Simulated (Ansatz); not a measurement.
## CdS: 1 layer

Base system: CdS in the wurtzite structure (space group P6_3mc, No. 186; a = 4.164 Å, c = 6.769 Å). Axes: x lies along a and z along c of the hexagonal cell.

Now apply this change: a free-standing slab of 1 layer (4 atoms, 4 a layer) is cut normal to the y axis, with 15 Å of vacuum and the in-plane cell held at bulk.

Method: plane-wave PAW DFT at the r2SCAN level (Ansatz, a first-principles code, 500 eV), no spin-orbit coupling, earlier PAW set. Settings: 8×5×1 k-points, 0.05 eV Fermi–Dirac smearing, for the changed cell.

| quantity | base | changed | shift |
|---|---|---|---|
| shortest interatomic distance | 4.809 bohr | 4.640 bohr | -0.169 bohr |
| band gap | 1.63 eV | 2.39 eV | +0.76 eV |
| gap character | – | direct at Γ | – |
| valence-band top at Γ (three highest levels, from the VBM) | 0.00, 0.00, -0.04 eV | 0.00, -0.50, -1.32 eV | – |
| thickness between the outermost nuclei | – | 1.68 Å | – |

Final structure:

```xyz
4
Lattice="4.1643 0.0000 0.0000 0.0000 6.7688 0.0000 0.0000 0.0000 16.2021" Properties=species:S:1:pos:R:3 pbc="T T T"
Cd     2.0822     6.9191     8.2723
S      2.0822     2.3867     7.2587
Cd     4.1643     3.5347     7.9298
S      4.1643     5.7711     8.9434
```

Cost of the whole job for the changed cell (relaxation, final SCF and bands): about 5 core-minutes (a rough figure).

Stability against distortions was not tested. k-point labels follow each cell's own Brillouin zone.
